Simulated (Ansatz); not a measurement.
# OsC (model structure, started from the CsCl type, Pm-3m, No. 221, 2 atoms in the cell)

All values below come from PBE (Ansatz, a quantum-chemistry and plane-wave program, plane waves, PAW).

Run with plane-wave cutoff 520 eV, 20×20×20 k mesh, Fermi–Dirac smearing 0.05 eV, no spin polarisation, scalar-relativistic PAW data made under PBE.

Cell (relaxed at this level):

OsC has the cubic space group Pm-3m (No. 221), the CsCl type structure, Pearson symbol cP2. Cell: a = b = c = 2.6898 Å, α = β = γ = 90.00°. Os on 1a is surrounded by 8 C at 2.329 Å and 6 Os at 2.690 Å. C on 1b has 8 Os at 2.329 Å (cubic). (Neighbours: up to the widest gap in distance over summed covalent radii, below 1.35, at either atom; cation-cation and far metal-metal contacts left out.)

```
Quantity       Result
------------  -------
bulk modulus  390 GPa
```

Note: the run has no spin polarisation, so it can have missed a magnetic state; the bulk modulus is −V dP/dV from two relaxed cells at ±2 % in volume; the relaxation could raise the start's symmetry but not lower it, so the cell can be a saddle point.

Spin–orbit coupling is not included; it can open a gap where bands touch, and shift volumes and moduli.

Computed values are for the static lattice.

It cost very roughly 18 core-seconds of CPU time.

A model structure was made by putting elements into a prototype or built by hand; it is no filed structure, need not be a known phase, and can be a saddle point held by its symmetry.
